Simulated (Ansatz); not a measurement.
**Carrier properties of ZnO under load (space group P6_3mc)**

```
ZnO
1.0
    3.23767     0.00000     0.00000
   -1.61883     2.80390     0.00000
    0.00000     0.00000     5.17735
Zn O
2 2
Cartesian
  1.61883   0.93463   2.58577
  0.00000   1.86927  -0.00291
  1.61883   0.93463   4.56058
  0.00000   1.86927   1.97190
```

Calculation: PBEsol with spin-orbit coupling, rigid bands (plane waves, PAW; Ansatz, a first-principles code). Condition of this run: uniaxial stress zz = 1 GPa (compression positive) (the target of the relaxation). Geometry: cell and atoms relaxed with PBEsol, then loaded as said.

```yaml
band_gap: 0.70 eV
electron conductivity mass (300 K, dilute): 0.154 (x), 0.154 (y), 0.157 (z) mₑ
hole conductivity mass (300 K, dilute): 1.82 (x), 1.82 (y), 2.8 (z) mₑ
effective density of states N_c (300 K): 1.4e18 cm⁻³
effective density of states N_v (300 K): 7.3e19 cm⁻³
density_of_states_mass_electrons: 0.147 mₑ
density_of_states_mass_holes: 2.0 mₑ
Seebeck coefficient, n-type 1e19 cm⁻³, 300 K: -93 μV/K
best n-type power factor at 300 K for τ = 10 fs (best axis; densities from 1e16 to 1e21 cm⁻³ tried, whether or not they can be reached): 1.42 μW/(cm·K²) at 3e18 cm⁻³
Seebeck coefficient, p-type 1e19 cm⁻³, 300 K: 433 μV/K
```

Rigid bands; masses and Seebeck coefficients take one relaxation time τ for all states and one kind of carrier; polarons and phonon drag are left out.
